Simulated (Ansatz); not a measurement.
```yaml
crystal:
  lattice:
    - [1.99757, 1.14960, 6.13516]
    - [-1.99757, 1.14960, 6.13516]
    - [0.00000, -2.29921, 6.13516]
  atoms:
    - { symbol: Lu, position: [0.00000, 0.00000, 0.00000] }
    - { symbol: Cu, position: [0.50000, 0.50000, 0.50000] }
    - { symbol: Se, position: [0.24515, 0.24515, 0.24423] }
    - { symbol: Se, position: [0.75485, 0.75485, 0.75577] }
```

No spin polarisation.

Level of theory: Kohn–Sham DFT with the PBE functional, run in Ansatz (a quantum-chemistry and plane-wave program) with PAW and 420 eV plane waves, spin-orbit coupling left out. Γ-centred 10×10×10 mesh, Fermi–Dirac width 0.05 eV.

Question: Predict the smallest direct gap, space group and pressure.

Answer: The smallest direct gap comes out as 1.57 eV and the space group is C2/m (No. 12). The pressure (mean of the normal stresses, compression positive) comes out as 0.22 GPa.

The cells carry an imposed strain or load. No phonon test of stability was made. All final runs are without spin polarisation. The cell was made from LuCuSe₂ (space group R-3m, No. 166; a hypothetical phase, not in the database extracts checked) by this change: uniaxial strain ε_yy = −0.32 %.
